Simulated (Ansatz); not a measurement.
Ta on the N site (metastable rock-salt TaN host)

These are PBE, PAW (plane waves to 420 eV; Ansatz, an electronic-structure program) values and carry that method's errors. Set-up: 64-site cell; 4×4×4 shifted k-points; start: the N site; no spin–orbit coupling; energies good to tenths of an eV; the relaxation kept the symmetry of the starting site.

Neighbours after relaxation, in Å: of the Ta atom: Ta 2.39, Ta 2.39, Ta 2.39, Ta 2.39, Ta 2.39, Ta 2.39.

| charge | moment (μB) | point group | largest move off a lattice site (Å) |
|---|---|---|---|
| 0 | not spin-polarised | Oh | 0.18 |

Point groups are those of the whole cell at tolerances of 0.03 and 0.1 Å ("near" where only the looser one holds); none is given for unsettled states.

All states together cost very roughly 4 core-minutes.
